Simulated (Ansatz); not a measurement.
Band structure of MnS2 (Fm-3m, 3 atoms in the cell).

```
MnS2
1.0
    0.00000     2.79673     2.79673
    2.79673     0.00000     2.79673
    2.79673     2.79673     0.00000
Mn S
1 2
Direct
  0.00000   0.00000   0.00000
  0.25000   0.25000   0.25000
  0.75000   0.75000   0.75000
```
Moments meant for the start (each program seeds them in its own way; μB, in the order of the atoms Mn S S): 4.0 0.0 0.0.

Method of the run: PBE (plane waves, PAW; Ansatz, an electronic-structure program).

Settings: basis.ecutwfc = 30.9 Ry; kpoints.mp_grid.grid = 10 10 10; hamiltonian.xc = pbe; hamiltonian.pseudopotentials = {kind: paw} (the program's default PAW files); magnetization.spin_polarized = true; scf.occupations.method = methfessel_paxton; scf.occupations.width = 0.0147 Ry; kpoints.band_path.npoints = 16.

The starting cell was generated: these elements placed on a structure prototype, without a prior relaxation; it need not be a known phase or ordering of this composition. The moments shrank to a small part of their start, a low-spin state that need not be the lowest.

Levels in eV from the Fermi level, bands 11 to 18 of the first spin channel:
```json
[
 {"point": "Γ", "11": "-1.45", "12": "-0.25", "13": "-0.25", "14": "-0.25", "15": "1.86", "16": "1.86", "17": "1.86", "18": "4.21"},
 {"point": "X", "11": "-2.17", "12": "-1.38", "13": "-0.90", "14": "0.32", "15": "1.91", "16": "2.79", "17": "2.79", "18": "3.59"},
 {"point": "W", "11": "-2.12", "12": "-0.99", "13": "-0.67", "14": "0.74", "15": "0.74", "16": "1.44", "17": "3.26", "18": "5.82"},
 {"point": "K", "11": "-2.13", "12": "-0.99", "13": "-0.81", "14": "0.46", "15": "0.72", "16": "2.17", "17": "2.52", "18": "4.78"},
 {"point": "L", "11": "-3.37", "12": "-2.91", "13": "-1.13", "14": "-1.13", "15": "0.41", "16": "1.82", "17": "1.82", "18": "7.84"},
 {"point": "U", "11": "-2.13", "12": "-0.99", "13": "-0.81", "14": "0.46", "15": "0.72", "16": "2.17", "17": "2.52", "18": "4.78"}
]
```

Bands cross the Fermi level along this path, so the cell is metallic at this level.

The net moment of the cell came out as 0.68 μB.

Keys are those of Ansatz 0.2.
